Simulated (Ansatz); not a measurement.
The parent structure is BiSb in the zinc blende structure (space group F-43m, No. 216; a = 7.143 Å; a hypothetical phase, not in the database extracts checked).

(Cell as relaxed with PBE.)

Levels (all Ansatz, an electronic-structure program, PAW): PBE (420 eV, scalar-relativistic without spin-orbit coupling); r2SCAN (500 eV, no SOC).

Each level relaxes its own structure.

| base | PBE | r2SCAN |
|---|---|---|
| volume per atom | 45.55 Å³ | 44.60 Å³ |
| lattice parameter a | 7.143 Å | 7.093 Å |
| band gap | zero | zero |

The change: full substitution Sb → Rh; the structure is relaxed again.

```csv
quantity,PBE,r2SCAN
lattice parameter a,6.106 Å,6.046 Å
band gap,zero,zero
```

PBE's lattice parameter a lies 0.060 Å above r2SCAN's (1.0 %); the two agree on the band gap. Neither level is exact; r2SCAN is the comparison here, not a measurement.

Whether these cells are dynamically stable was not tested. As relaxed here, BiRh is a hypothetical phase, not in the database extracts checked. The final runs are not spin-polarised.
